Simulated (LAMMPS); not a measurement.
MD of Si (diamond structure) at zero pressure, 216 atoms, as a crystal; each row is its own run.

Model: MD with a machine-learned potential, pair style snap, file Si_Zuo_JPCA2020.snap (LAMMPS).

| T (K) | volume (Å³/atom) |
|---|---|
| 200 | 20.530 |
| 300 | 20.549 |
| 1010 | 20.623 |
| 1270 | 20.672 |

### Question
Fit a straight line, y = a + b x, to these rows (x is the first column, y the second) and predict the run at x = 760.

### Answer
Least squares gives a = 20.507 and b = 0.0001245. At x = 760 the fit predicts 20.602 Å³/atom. The run itself gave 20.587 ± 0.005 Å³/atom, so the fit is 0.073 % high.

Caution (row 1270): a run this short can hold a crystal over, or a liquid under, the potential's own melting point, which these runs don't give.
